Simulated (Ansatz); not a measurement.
## H2O on the 1x1 (101) surface of anatase TiO2 (cut with top plane O), one in a 2x1 cell, started at the site 'hollow O-O-O over O at depth 4.4 Å'

Host crystal: anatase TiO2, with a band gap (PBE, scalar-relativistic without spin-orbit coupling).

Level of theory: HSE06, at the PBE geometry (plane waves to 420 eV, PAW; Ansatz, a first-principles code).

Set-up: 39 atoms, 9.4 Å thick at the start under the adsorbate (thin: gaps and levels are the slab's own); mesh 2x3x1; 0.01 eV smearing; dipole correction on; single point; no symmetry held, on the structure that PBE left; no spin, no spin-orbit, no U, no dispersion correction. At the end it is bonded to Ti. In PBE it is, or lies within 0.03 eV of, the lowest of the starts that converged; the order may differ at this level.

* **adsorption energy against H2O(g) at the same level**: -63 kJ/mol
* **gap of the slab on its k-mesh**: 4.01 eV
* **highest filled level below the top vacuum level**: 7.92 eV
* **change of the step from the bottom to the top vacuum level, against the clean slab**: -0.61 eV
* **height of the binding atom over the mean of the host atoms within 0.3 Å of the top one**: 129.0 pm
* **nearest host atoms of the binding atom**: Ti at 2.35 Å, O at 2.79 Å, O at 2.82 Å
* **note**: in the relaxation the adsorbate left its starting site by 3.1 Å
* **cost**: roughly 50 core-minutes

A negative adsorption energy means that the adsorbate is more stable on the surface than in its reference.
